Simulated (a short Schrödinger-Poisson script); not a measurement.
Stack: gated Al0.33Ga0.67N/GaN polarisation-induced gas, at 20 K.

| layer | material | thickness (nm) | Na (cm⁻³) |
|---|---|---|---|
| 1 | Al0.33Ga0.67N | 15 | - |
| 2 | GaN | 6000 | 4e15 |

The device is made up for the run: typed textbook-type constants, with dimensions and the other settings drawn at random. Al0.33Ga0.67N: permittivity 9.3, conduction-band edge (eV) 0.462, gap (eV) 4.09, electron mass (mₑ) 0.24, Nv at 300 K (cm⁻³) 4.6e19. GaN: permittivity 9.5, conduction-band edge (eV) 0, gap (eV) 3.43, Nv at 300 K (cm⁻³) 4.6e19.

Channel valleys (confinement mass, in-plane density-of-states mass, number): Γ 0.2, 0.2, 1. At the gate the conduction-band edge of layer 1 lies 1.27 eV − eVg above the Fermi level of the channel; the field vanishes at the back. Sheet of polarisation charge: +1.6e13 e/cm² at 15 nm from the gate. The barrier under the gate holds no holes. Gaps are held at their typed values at every temperature. Mesh 0.08 nm at interfaces.

From a short Schrödinger-Poisson script (our own, NumPy): 1D Poisson equation in equilibrium, electrons quantum, Hartree (BenDaniel-Duke, 40 states a valley, the channel's in-plane mass for all, wave functions free to enter the barrier), parabolic valleys, classical holes, full ionisation, no traps, pinning or gate leakage.

The same stack at other levels of the model or other numerical settings:

```
run                                                                  sheet density of all electrons at Vg = 0.5 V (cm⁻²)  sheet density of all electrons at Vg = -2.5 V (cm⁻²)  capacitance at Vg = 0.5 V (μF/cm²)  centroid of the channel electrons at Vg = 0.5 V (nm)  rough cost against the base
-------------------------------------------------------------------  ---------------------------------------------------  ----------------------------------------------------  ----------------------------------  ----------------------------------------------------  ---------------------------
base                                                                                                             1.31e13                                               3.60e12                               0.522                                                  1.62                      about 1
electrons treated as classical, Boltzmann                                                                        1.44e13                                                   [?]                               0.546                                                   [?]                         0.02
electrons treated as classical, Fermi-Dirac                                                                      1.31e13                                               3.73e12                               0.508                                                  1.38                         0.08
electrons treated as quantum, Hartree plus LDA exchange-correlation                                              1.33e13                                               3.71e12                               0.524                                                  1.47                            2
mesh six times as coarse                                                                                         1.31e13                                               3.60e12                               0.523                                                   [?]                          0.3
one subband a valley                                                                                             1.31e13                                               3.60e12                               0.518                                                  1.39                          0.3
```

Complete the blanks.


- mesh six times as coarse, centroid of the channel electrons at Vg = 0.5 V (nm): 1.56
- electrons treated as classical, Boltzmann, centroid of the channel electrons at Vg = 0.5 V (nm): 0.10
- electrons treated as classical, Boltzmann, sheet density of all electrons at Vg = -2.5 V (cm⁻²): 4.21e12

The classical rows ignore confinement, and Boltzmann statistics overrate the density once the band edge passes the Fermi level.
